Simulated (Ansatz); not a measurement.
Base system: NaCaF3 in the cubic perovskite structure (space group Pm-3m, No. 221; a hypothetical phase, not in the database extracts checked).

```
NaCaF3
1.0
    4.43100     0.00000     0.00000
    0.00000     4.43100     0.00000
    0.00000     0.00000     4.43100
Na Ca F
1 1 3
Direct
  0.00000   0.00000   0.00000
  0.50000   0.50000   0.50000
  0.00000   0.50000   0.50000
  0.50000   0.50000   0.00000
  0.50000   0.00000   0.50000
```

Cartesian axes are those of the cell as printed.

Calculations: Kohn–Sham DFT with the PBE functional, run in Ansatz (a program for electronic structure) with PAW and 420 eV plane waves, spin-orbit coupling left out.

Base values:

The pressure is 0.00 GPa and the shortest interatomic distance comes out as 2.215 Å.

Perturbation: the cell is stretched by 4.55 % along z with no lateral relaxation; the atoms relax in the strained cell.

**Question.** How does this affect the pressure, energy relative to the base and shortest interatomic distance?

**Answer.** The pressure (mean of the normal stresses, compression positive) goes from zero to -1.77 GPa; the energy goes up by 10 meV/atom; the shortest interatomic distance remains 2.215 Å.

Stability against distortions was not tested. Many cubic perovskites are stable only at high temperature; tilts and polar distortions were not tested.
